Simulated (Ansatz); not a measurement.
## BeTe: energy against volume

BeTe (zinc blende, F-43m, 22.627 Å³/atom and stress up to 0.01 GPa in the relaxed cell, cube axes along x, y and z) under an equal strain ε along all three axes. r2SCAN in Ansatz, a plane-wave DFT program (PAW, default set), 500 eV, 10×10×10 Γ-centred mesh, Fermi-Dirac smearing 0.05 eV; ions are relaxed, or left where forces stay under 0.02 eV/Å, within the symmetry of each cell.

Here V stands for volume and E for E less E0.

```
volume (Å³/atom)  E less E0 (meV/atom)  pressure (GPa)
----------------  --------------------  --------------
21.2963                          16.08            4.06
21.6239                           8.92            2.95
21.9549                           3.92            1.91
22.2892                           0.97            0.93
22.6269                           0.00            0.01
22.9680                           0.91           -0.85
23.3125                           3.62           -1.66
23.6605                           8.06           -2.42
24.0118                          14.15           -3.13
24.7250                              ?               ?
```

Fit E of the 9 rows that show it with the third-order Birch-Murnaghan form, a cubic in V^(-2/3). With u = V^(-2/3) - 0.125, the rows have u = 0.005156, 0.003838, 0.002540, 0.001261, 0.000002, -0.001239, -0.002461, -0.003666, -0.004852. Least squares gives E = -0.002 + 12.5·u + 603091·u² - 119031·u³. Residuals (row less fit): 0.001, -0.003, 0.001, -0.003, 0.002, 0.001, -0.002, -0.003, 0.001; standard error 0.003 (degrees of freedom: 5). Its minimum lies at u = -0.000010, so V0 = (0.124990)^(-3/2) = 22.63. There d²E/du² = 1206000 and d³E/du³ = -714200, so B0 = (4/9) × 22.63^(-7/3) × 1206000 × 0.160218 = 59.3 GPa (the last factor turns the table's units into GPa), and B0' = 4 + (2/3) × 0.124990 × (-714200)/1206000 = 4.0. B0' rests on the cubic coefficient alone and has a standard error of 0.1 from these residuals.

### Question
Predict the withheld E at V = 24.7250 from the fit, and compare with the calculation.

### Answer
u = -0.007174, so E = -0.002 + 12.5 × (-0.007174) + 603091 × (-0.007174)² - 119031 × (-0.007174)³ = 30.991 meV/atom. The calculation gives 30.99 meV/atom, which the fit meets to the printed digits. The row lies outside the fitted rows, so this is an extrapolation. The scatter of the fitted rows lies at the last printed digit.

Spin-orbit coupling is left out, which can shift these values for the heavy elements here. Other structures, which can take over under pressure, weren't tried. The same form fitted to the pressure column gives B0' = 3.9; series where the two differ by over 0.4 aren't shown. Rows are the converged runs of the series near zero and its far end, less any whose ions stayed unrelaxed beside relaxed ones; series whose fitted rows scatter by over a few per cent of the range, as at a crossing or softening among them, aren't shown in this form.
